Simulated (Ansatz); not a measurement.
AlWO₄ (C2/m, No. 12, 12 atoms in the cell; start COD 1544388) was calculated with PBEsol (plane waves, PAW; Ansatz, a first-principles code).

Run with plane-wave cutoff 520 eV, 8×8×8 k mesh, Fermi–Dirac smearing 0.01 eV, no spin polarisation, scalar-relativistic PAW data made under PBE.

Cell (measured lattice):

```yaml
crystal:
  lattice:
    - [4.53450, -2.85250, 0.00000]
    - [4.53450, 2.85250, 0.00000]
    - [-0.18145, 0.00000, 4.53737]
  atoms:
    - { symbol: W, position: [0.77160, 0.22840, 0.00000] }
    - { symbol: W, position: [0.22840, 0.77160, 0.00000] }
    - { symbol: Al, position: [0.74100, 0.74100, 0.51420] }
    - { symbol: Al, position: [0.25900, 0.25900, 0.48580] }
    - { symbol: O, position: [0.59770, 0.59770, 0.80250] }
    - { symbol: O, position: [0.40230, 0.40230, 0.19750] }
    - { symbol: O, position: [0.88590, 0.88590, 0.22090] }
    - { symbol: O, position: [0.11410, 0.11410, 0.77910] }
    - { symbol: O, position: [0.39530, 0.90550, 0.30120] }
    - { symbol: O, position: [0.60470, 0.09450, 0.69880] }
    - { symbol: O, position: [0.09450, 0.60470, 0.69880] }
    - { symbol: O, position: [0.90550, 0.39530, 0.30120] }
```

Q: Give the computed band gap, smallest direct gap on the k points sampled and Γ–Γ gap.

A: 
- band gap = 1.08 eV
- smallest direct gap on the k points sampled = 1.14 eV
- Γ–Γ gap = 1.67 eV

Note: the file's cell can be that of a phase stable at another temperature; cell and atoms aren't relaxed at this level (pressure 4.4 GPa).

Spin–orbit coupling is not included.

The computed numbers hold no vibrational or temperature effects.
